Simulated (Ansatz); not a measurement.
How the band gap of stishovite (SiO2) moves with the method

No measured value is used here.

| level (code) | value (eV) | cell (Å³/atom) |
|---|---|---|
| PBE (Ansatz) | 5.62 (direct) | 7.76 |
| PBE-D4 (Ansatz) | 5.31 (direct) | 7.90 |
| r²SCAN+rVV10 (Ansatz) | 6.56 (direct) | 7.75 |
| r²SCAN0 (Ansatz) | 9.14 (direct) | 7.76 |

Computed values are for a static lattice.  Values are at the measured cell (atoms relaxed with PBEsol); PBE-D4 at the level's own equilibrium cell; r²SCAN+rVV10 at the level's own equilibrium cell. Cutoffs and k meshes differ between the levels. Ansatz's density-functional and Hartree–Fock values are scalar-relativistic unless marked +SOC, with PAW data made under PBE.

Ansatz is a first-principles code.
